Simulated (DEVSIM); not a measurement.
Structure: Ti/AlN/p-Si capacitor, at 400 K.

Layer 1 from the left is AlN, thickness (nm) 26.0. Layer 2 from the left is Si, thickness (nm) 5000, Na (cm⁻³) 1.3e16.

Metal gate on the left, work function 4.33 eV. Fixed charge at the semiconductor interface 2.9e10 cm⁻² (in units of +e); no interface traps.

The device is made up for the run: typed textbook-type constants, with dimensions and the other settings drawn at random. Values at 300 K; Nc and Nv go as T^1.5, mobilities as T to minus their exponent, the gap by Varshni's rule with the affinity fixed.

AlN: gap (eV) 6.1, affinity (eV) 1.9, permittivity 8.5. Si: gap (eV) 1.124, affinity (eV) 4.05, permittivity 11.7, Nc (cm⁻³) 2.86e19, Nv (cm⁻³) 3.1e19, Varshni α (eV/K) 0.000473, Varshni β (K) 636.

Estimate by hand the flat-band voltage, the threshold voltage, and compare with a numerical solution.


- Flat-band voltage: C = 0.289 μF/cm², work-function difference -0.533 V; VFB = φms − qNf/C = -0.55 V; numerical -0.55 V.
- Threshold voltage: φF = 0.267 V, depletion charge √(4εqNφF) = 4.80e-8 C/cm²; VT = VFB + 2φF + Qd/C = 0.15 V; numerical 0.15 V.

Simulated with DEVSIM: 1D Poisson equation in equilibrium, Boltzmann statistics, complete ionisation; no quantum confinement or tunnelling. Metal contacts follow the ideal Schottky-Mott rule: no Fermi-level pinning, no interface dipoles.
